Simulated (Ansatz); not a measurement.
The starting structures come from a database of crystals and need not be the phases stable at ambient conditions.

 Where the default PAW files enter, the runs use the earlier of Ansatz's two default sets.

Inside the gap of an insulator the Bloch states are evanescent, with a wavenumber k + iκ along the transport direction.

Input:

```xyz
10
Lattice="4.5055 0.0000 0.0000 -2.2527 3.9019 0.0000 2.2527 1.3006 4.6343" Properties=species:S:1:pos:R:3 pbc="T T T"
Al     0.0000     2.6012     2.3172
Al     0.0000     0.0000     0.0000
B      2.2527     1.3006     1.1586
B      2.2527     3.9019     3.4757
O      2.9464     2.5020     1.1586
O      1.5591     2.7005     3.4757
O      0.8655     1.3006     1.1586
O      3.6400     3.9019     3.4757
O      0.6936     4.0011     1.1586
O      3.8118     1.2014     3.4757
```

Space group of this cell: R-3c. The cell is taken as given; by r2SCAN its mean pressure is -7.1 GPa.

Transport runs along the normal of the first two printed cell vectors, the (001) plane of the conventional cell.

The gap is the functional's own. No spin-orbit coupling. Mid-gap values are interpolated on the energy grid.

**Question.** Estimate the band gap and the smallest decay constant κ at mid-gap that r2SCAN (Ansatz, a first-principles code) returns for this system.

**Answer.** Gap 6.75 eV on a 10×10×10 mesh; κ = 0.464 1/Å, at the zone centre.
